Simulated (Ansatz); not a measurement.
The starting structures come from a database of crystals and need not be the phases stable at ambient conditions.

 Where the default PAW files enter, the runs use the earlier of Ansatz's two default sets.

Tunnelling through a barrier is set by its complex band structure: the current falls as exp(−2κd) with the smallest κ.

Input:

```
MgB2C2
1.0
    2.76530     0.00000     0.00000
    0.00000     8.53418     0.00000
    0.00000    -2.49539     3.88190
Mg B C
2 4 4
Cartesian
  1.38265   4.26709   0.00000
  0.00000   0.00000   0.00000
  1.38265   4.69692   2.37991
  1.38265   1.34187   1.50198
  0.00000   6.19064   0.59711
  0.00000  -0.15184   3.28479
  1.38265   1.86590   0.02259
  1.38265   4.17290   3.85931
  0.00000   0.97643   2.19382
  0.00000   5.06237   1.68808
```

Space group of this cell: Pnnm. The cell is taken as given.

Transport runs along the normal of the first two printed cell vectors.

No gap correction and no spin-orbit coupling; mid-gap values are interpolated between computed energies.

Problem. Give the band gap and the smallest decay constant κ at mid-gap that Ansatz (a first-principles code) with r2SCAN yields.

Solution. Gap 1.56 eV on a 12×8×8 mesh; κ = 0.218 1/Å, at (0.333, 0.500) of the in-plane reciprocal vectors. At the zone centre, at the nearest computed energy, the slowest state has κ = 0.24 1/Å.
